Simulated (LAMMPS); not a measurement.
MD of Al (fcc) at zero pressure, 864 atoms, as a crystal; each row is its own run.

Model: classical MD, pair style meam, file AlSiMgCuFe.meam; code LAMMPS.

| T (K) | enthalpy (eV/atom) |
|---|---|
| 200 | -3.3010 |
| 300 | -3.2747 |
| 420 | -3.2428 |
| 700 | -3.1658 |
| 840 | -3.1251 |
| 980 | -3.0822 |
| 1120 | -3.0336 |

Q: Fit a straight line, y = a + b x, to these rows (x is the first column, y the second) and predict the run at x = 560.

A: Least squares gives a = -3.3620 and b = 0.0002870. At x = 560 the fit predicts -3.2013 eV/atom. The run itself gave -3.2044 ± 0.0003 eV/atom, so the fit is 3.1 meV/atom high.

Caution (rows 700; 840; 980; 1120): a run this short can hold a crystal over, or a liquid under, the potential's own melting point, which these runs don't give.

Caution (rows 980; 1120): this crystal lies over the measured melting point of 933 K, so it is superheated or the potential melts high.
